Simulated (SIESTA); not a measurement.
Band structure of InBi (P4/nmm, 4 atoms in the cell).

```xyz
4
Lattice="4.8480 0.0000 0.0000 0.0000 4.8480 0.0000 0.0000 0.0000 5.1554" Properties=species:S:1:pos:R:3 pbc="T T T"
In     2.4240     2.4240     0.0000
In     0.0000     0.0000     0.0000
Bi     2.4240     0.0000     1.8560
Bi     0.0000     2.4240     3.2994
```

Level of theory: GGA PBEsol, numerical atomic orbitals DZP, PseudoDojo PBEsol standard norm-conserving potentials (rewritten from UPF to PSML) (SIESTA 5.4.2).

Settings: XC.functional = GGA; XC.authors = PBEsol; potentials = PseudoDojo PBEsol standard; PAO.BasisSize = DZP; PAO.EnergyShift = 0.01 Ry; MeshCutoff = 300 Ry; kgrid.MonkhorstPack = 5 5 5; OccupationFunction = MP; OccupationMPOrder = 0; ElectronicTemperature = 272 meV; MaxSCFIterations = 150; SCF.Mixer.Method = Broyden; SCF.Mixer.Weight = 0.2; SCF.Mixer.History = 6.

The starting cell comes from a database of computed structures (which also holds hypothetical and non-ambient phases and stackings), without a prior relaxation at this level. Its lattice was rescaled by a random factor within 2.5 % of one. Spin-orbit coupling is off. Values carry the incompleteness of an atom-centred basis.

Levels in eV from the Fermi level, bands 25 to 30:
| point | 25 | 26 | 27 | 28 | 29 | 30 |
|---|---|---|---|---|---|---|
| Γ | -3.04 | -2.35 | -1.53 | 0.75 | 1.13 | 1.13 |
| X | -2.14 | -2.14 | -1.37 | -1.37 | 1.52 | 1.52 |
| M | -1.57 | -1.57 | -0.50 | -0.50 | 0.63 | 0.63 |
| Z | -1.54 | -1.54 | -1.48 | -1.48 | -1.05 | 1.52 |
| R | -0.81 | -0.81 | -0.71 | -0.71 | 0.16 | 0.16 |
| A | -3.82 | -3.82 | -3.44 | -3.44 | 4.73 | 4.73 |

Bands cross the Fermi level along this path, so the cell is metallic at this level.

Higher empty bands are left out: an atom-centred basis made for the valence describes them poorly.
